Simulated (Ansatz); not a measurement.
Base system: MoS₂ in the 2H-MoS2 type structure (space group P6_3/mmc, No. 194; a = 3.149 Å, c = 12.091 Å; layered, stacked along the Cartesian z axis).

The values are results of DFT with PBE-D3(BJ), PAW potentials and a 420 eV plane-wave cutoff in Ansatz (a program for electronic structure), scalar-relativistic without spin-orbit coupling, earlier PAW set, not measurements.

One change was made to it. Results:

| quantity | base | after |
|---|---|---|
| c/a ratio | 3.839 | 3.652 |
| band gap | 0.78 eV | zero |
| volume per atom | 17.31 Å³ | 11.54 Å³ |

Question: What was done to the base?
A. pressure 15 GPa
B. pressure −1 GPa
C. pressure −2 GPa
D. pressure 30 GPa
E. pressure 75 GPa

Answer: E, pressure 75 GPa. For comparison, the volume per atom in the other runs: pressure −1 GPa gives 17.73 Å³; pressure −2 GPa gives 18.44 Å³; pressure 30 GPa gives 13.60 Å³; pressure 15 GPa gives 14.81 Å³.

A case with no gap was solved on a k-mesh chosen for an insulator, which is coarse for it. Load acts through the strain it causes; cell and atoms are relaxed under it. No phonon test of stability was made. No other phases were tried under pressure. All final runs are without spin polarisation. A zero or small gap of MoS2 under pressure 30 GPa and MoS2 under pressure 15 GPa can be the functional's error rather than a property of the material.
